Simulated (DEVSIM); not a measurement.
Device: abrupt Si n-p junction, at 300 K.

```
layer (left to right)  material  thickness (μm)  Nd (cm⁻³)  Na (cm⁻³)  τn (s)  τp (s)
---------------------  --------  --------------  ---------  ---------  ------  ------
1                            Si           0.300     9.9e17          -  3.4e-6  3.4e-6
2                            Si            61.0          -     6.7e16  3.4e-6  3.4e-6
```

Left contact: ohmic. Right contact: ohmic. Voltage is applied to the left contact. Recombination: SRH at mid-gap. Mobility is μmin + (μ − μmin)/(1 + (N/Nref)^α).

The device is made up for the run: typed textbook-type constants, with dimensions and the other settings drawn at random. Values at 300 K.

```tsv
parameter	Si
gap (eV)	1.124
affinity (eV)	4.05
permittivity	11.7
Nc (cm⁻³)	2.86e19
Nv (cm⁻³)	3.1e19
μn (cm²/Vs)	1417
μp (cm²/Vs)	470
μn,min	52
μp,min	45
Nref,n	9.7e16
Nref,p	2.2e17
αn	0.68
αp	0.72
```

Model (solved in DEVSIM): 1D drift-diffusion, Boltzmann statistics, complete ionisation; no tunnelling, impact ionisation, image-force lowering or self-heating.

**Question.** Tabulate band edges, carrier densities and field at zero bias.

**Answer.** Energies count from the Fermi level of the right contact; mesh points crowd at the junctions.

```json
[
 {"x (μm)": "0.000", "Ec (eV)": "0.087", "Ev (eV)": "-1.037", "n (cm⁻³)": "9.9e17", "p (cm⁻³)": "120", "field (V/cm)": "≈ 0"},
 {"x (μm)": "0.02820", "Ec (eV)": "0.087", "Ev (eV)": "-1.037", "n (cm⁻³)": "9.9e17", "p (cm⁻³)": "120", "field (V/cm)": "≈ 0"},
 {"x (μm)": "0.08401", "Ec (eV)": "0.087", "Ev (eV)": "-1.037", "n (cm⁻³)": "9.9e17", "p (cm⁻³)": "120", "field (V/cm)": "≈ 0"},
 {"x (μm)": "0.1831", "Ec (eV)": "0.087", "Ev (eV)": "-1.037", "n (cm⁻³)": "9.9e17", "p (cm⁻³)": "120", "field (V/cm)": "≈ 0"},
 {"x (μm)": "0.2708", "Ec (eV)": "0.087", "Ev (eV)": "-1.037", "n (cm⁻³)": "9.9e17", "p (cm⁻³)": "120", "field (V/cm)": "290"},
 {"x (μm)": "0.2995", "Ec (eV)": "0.162", "Ev (eV)": "-0.962", "n (cm⁻³)": "5.4e16", "p (cm⁻³)": "2100", "field (V/cm)": "120000"},
 {"x (μm)": "0.3281", "Ec (eV)": "0.483", "Ev (eV)": "-0.641", "n (cm⁻³)": "2.2e11", "p (cm⁻³)": "5.3e8", "field (V/cm)": "97000"},
 {"x (μm)": "0.4265", "Ec (eV)": "0.954", "Ev (eV)": "-0.171", "n (cm⁻³)": "2700", "p (cm⁻³)": "4.2e16", "field (V/cm)": "7100"},
 {"x (μm)": "0.6164", "Ec (eV)": "0.965", "Ev (eV)": "-0.159", "n (cm⁻³)": "1700", "p (cm⁻³)": "6.7e16", "field (V/cm)": "≈ 0"},
 {"x (μm)": "1.046", "Ec (eV)": "0.965", "Ev (eV)": "-0.159", "n (cm⁻³)": "1700", "p (cm⁻³)": "6.7e16", "field (V/cm)": "≈ 0"},
 {"x (μm)": "2.016", "Ec (eV)": "0.965", "Ev (eV)": "-0.159", "n (cm⁻³)": "1700", "p (cm⁻³)": "6.7e16", "field (V/cm)": "≈ 0"},
 {"x (μm)": "5.511", "Ec (eV)": "0.965", "Ev (eV)": "-0.159", "n (cm⁻³)": "1700", "p (cm⁻³)": "6.7e16", "field (V/cm)": "≈ 0"},
 {"x (μm)": "12.11", "Ec (eV)": "0.965", "Ev (eV)": "-0.159", "n (cm⁻³)": "1700", "p (cm⁻³)": "6.7e16", "field (V/cm)": "≈ 0"},
 {"x (μm)": "27.04", "Ec (eV)": "0.965", "Ev (eV)": "-0.159", "n (cm⁻³)": "1700", "p (cm⁻³)": "6.7e16", "field (V/cm)": "≈ 0"},
 {"x (μm)": "49.38", "Ec (eV)": "0.965", "Ev (eV)": "-0.159", "n (cm⁻³)": "1700", "p (cm⁻³)": "6.7e16", "field (V/cm)": "≈ 0"},
 {"x (μm)": "56.04", "Ec (eV)": "0.965", "Ev (eV)": "-0.159", "n (cm⁻³)": "1700", "p (cm⁻³)": "6.7e16", "field (V/cm)": "≈ 0"},
 {"x (μm)": "58.99", "Ec (eV)": "0.965", "Ev (eV)": "-0.159", "n (cm⁻³)": "1700", "p (cm⁻³)": "6.7e16", "field (V/cm)": "≈ 0"},
 {"x (μm)": "60.29", "Ec (eV)": "0.965", "Ev (eV)": "-0.159", "n (cm⁻³)": "1700", "p (cm⁻³)": "6.7e16", "field (V/cm)": "≈ 0"},
 {"x (μm)": "60.97", "Ec (eV)": "0.965", "Ev (eV)": "-0.159", "n (cm⁻³)": "1700", "p (cm⁻³)": "6.7e16", "field (V/cm)": "≈ 0"},
 {"x (μm)": "61.17", "Ec (eV)": "0.965", "Ev (eV)": "-0.159", "n (cm⁻³)": "1700", "p (cm⁻³)": "6.7e16", "field (V/cm)": "≈ 0"},
 {"x (μm)": "61.25", "Ec (eV)": "0.965", "Ev (eV)": "-0.159", "n (cm⁻³)": "1700", "p (cm⁻³)": "6.7e16", "field (V/cm)": "≈ 0"},
 {"x (μm)": "61.30", "Ec (eV)": "0.965", "Ev (eV)": "-0.159", "n (cm⁻³)": "1700", "p (cm⁻³)": "6.7e16", "field (V/cm)": "≈ 0"}
]
```
